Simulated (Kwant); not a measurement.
System: wire with a row of barriers in a GaAs two-dimensional gas. Effective mass 0.067 mₑ, grid spacing 10 nm, hard walls, nominal width 300 nm (29 grid rows, so walls 300 nm apart), one parabolic valley, scattering region 1000 nm long along x; energies count from the band bottom; Fermi energy swept from 4.9888e-05 to 0.00059242 eV. 2 barrier(s) across the wire, height 0.0023 eV, thickness 30 nm (about 3 grid columns), spaced by 60 nm.

The device is made up for the run: typed textbook-type constants, with dimensions and the other settings drawn at random.

Computed with Kwant: effective-mass tight-binding model on a square grid, one spin, coherent transport at 0 K. Conductance is in e²/h.

Sweep values stay those of the base run.

Base results: G (e²/h) at E = 0.1830 meV 0.00014; G (e²/h) at E = 0.3195 meV 0.00086; mean G (e²/h) over the sweep 0.0058; G (e²/h) at E = 0.5924 meV 0.060.

Problem. What follows from this one change: number of barriers 2 → 1?

Solution. G at E = 0.1830 meV 0.00014 → 0.023 e²/h; G at E = 0.3195 meV 0.00086 → 0.063 e²/h; mean G over the sweep 0.0058 → 0.072 e²/h; G at E = 0.5924 meV 0.060 → 0.18 e²/h.

Problem. What follows from this one change: barrier height 0.0023 → 0.0016 eV?

Solution. G at E = 0.1830 meV 0.00014 → 0.00094 e²/h; G at E = 0.3195 meV 0.00086 → 0.0069 e²/h; mean G over the sweep 0.0058 → 0.11 e²/h; G at E = 0.5924 meV 0.060 → 1.02 e²/h.
